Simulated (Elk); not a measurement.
Worked example: self-consistent single point of La3Ga (Pm-3m, 4 atoms in the cell) in Elk.

Method: PBEsol, all-electron FP-LAPW, Elk's shipped species files, default APW+lo basis (Elk 10.2.4).

The change in words: lattice scaled by 0.98. Reference geometry:
```xyz
4
Lattice="4.9307 0.0000 0.0000 0.0000 4.9307 0.0000 0.0000 0.0000 4.9307" Properties=species:S:1:pos:R:3 pbc="T T T"
La     0.0000     2.4653     2.4653
La     2.4653     0.0000     2.4653
La     2.4653     2.4653     0.0000
Ga     0.0000     0.0000     0.0000
```

Reference input (self-consistent single point, DFT, PBEsol, all-electron FP-LAPW, Elk's shipped species files, default APW+lo basis): xctype = 22; stype = 0; swidth = 0.00999582 Ha; ngridk = 5 5 5; maxscl = 100. This run's input differs from it in these lines:…

```diff
@@ -19,5 +19,5 @@
 avec
-    4.9306800000    0.0000000000    0.0000000000
-    0.0000000000    4.9306800000    0.0000000000
-    0.0000000000    0.0000000000    4.9306800000
+    4.8320660000    0.0000000000    0.0000000000
+    0.0000000000    4.8320660000    0.0000000000
+    0.0000000000    0.0000000000    4.8320660000
```

Output (repeated stretches shortened):

```
│ Self-consistent loop started │
│ Loop number : 1 │
 total energy                :     -27443.0106859
│ Loop number : 2 │
 total energy                :     -27442.8361273
RMS change in Kohn-Sham potential (target) :   0.1136750504     (  0.1000000000E-05)
Absolute change in total energy (target)   :   0.1745586049     (  0.1000000000E-03)
│ Loop number : 3 │
 total energy                :     -27442.6198922
RMS change in Kohn-Sham potential (target) :   0.1121256364     (  0.1000000000E-05)
Absolute change in total energy (target)   :   0.2598747095     (  0.1000000000E-03)
│ Loop number : 4 │
   [... lines left out ...]
Absolute change in total energy (target)   :   0.8811483458E-03 (  0.1000000000E-03)
│ Loop number : 14 │
 total energy                :     -27426.0192154
RMS change in Kohn-Sham potential (target) :   0.4285582743E-06 (  0.1000000000E-05)
Absolute change in total energy (target)   :   0.1347211946E-03 (  0.1000000000E-03)
│ Loop number : 15 │
 total energy                :     -27426.0192274
RMS change in Kohn-Sham potential (target) :   0.2359533765E-06 (  0.1000000000E-05)
Absolute change in total energy (target)   :   0.2169418804E-04 (  0.1000000000E-03)
Convergence targets achieved

│ Loop number : 16 │

Energies :
 Fermi                       :     0.322143326558
 total energy                :     -27426.0192189

Density of states at Fermi energy :    117.5374317
 (states/Hartree/unit cell)

Estimated indirect band gap :   0.5655132509E-02
 from k-point      9 to k-point      8
Estimated direct band gap   :   0.5676043045E-02
 at k-point      9

Charges :
 core                        :    156.0000000
 valence                     :    46.00000000
 interstitial                :    8.089620635
 muffin-tins (core leakage)
  species :    1 (La)
   atom    1                 :    54.76962820     (  0.2227320409E-03)
   atom    2                 :    54.76962820     (  0.2227320409E-03)
   atom    3                 :    54.76962820     (  0.2227320409E-03)
  species :    2 (Ga)
   atom    1                 :    29.60149475     (  0.7578238228E-03)
 total in muffin-tins        :    193.9103794
 total calculated charge     :    201.9997043
 total charge                :    202.0000000
 error                       :   0.2956921456E-03

│ Self-consistent loop stopped │
```

The run converged in 16 iterations. The count includes the last loop, which Elk runs after its targets are met. Against the reference run the total energy rises by 3.3 meV/atom.

The starting cell comes from a database of computed structures (which also holds hypothetical and non-ambient phases and stackings), without a prior relaxation at this level. For this run, on top of that: lattice scaled by 0.98. Values depend on the basis (sphere radii, cutoffs, local orbitals), which need not be converged. The log's line on a gap gives a spacing of levels on this mesh, which the program prints for metals too.
